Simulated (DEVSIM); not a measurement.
Structure: abrupt Si n-p junction, at 300 K.

```csv
layer (left to right),material,thickness (μm),Nd (cm⁻³),Na (cm⁻³),τn (s),τp (s)
1,Si,7.60,3e15,-,6.9e-5,6.9e-5
2,Si,9.60,-,1.3e14,6.9e-5,6.9e-5
```

Left contact: ohmic. Right contact: ohmic. Voltage is applied to the left contact. Recombination: SRH at mid-gap. Mobility is constant in doping.

Constants are typed, rounded textbook-type inputs, not results; the design itself was drawn at random and stands for no fabricated device. Values at 300 K.

| parameter | Si |
|---|---|
| gap (eV) | 1.124 |
| affinity (eV) | 4.05 |
| permittivity | 11.7 |
| Nc (cm⁻³) | 2.86e19 |
| Nv (cm⁻³) | 3.1e19 |
| μn (cm²/Vs) | 1417 |
| μp (cm²/Vs) | 470 |

Simulated with DEVSIM: 1D drift-diffusion, Boltzmann statistics, complete ionisation; no tunnelling, impact ionisation, image-force lowering or self-heating.

Question: Give the small-signal capacitance in reverse bias (quasi-static).

Answer: 
```
V (V)  C (nF/cm²)
-----  ----------
0.4          3.37
1            2.61
2            2.03
3            1.71
4            1.51
6            1.26
8            1.10
10           1.04
13           1.03
16           1.02
20           1.01
```
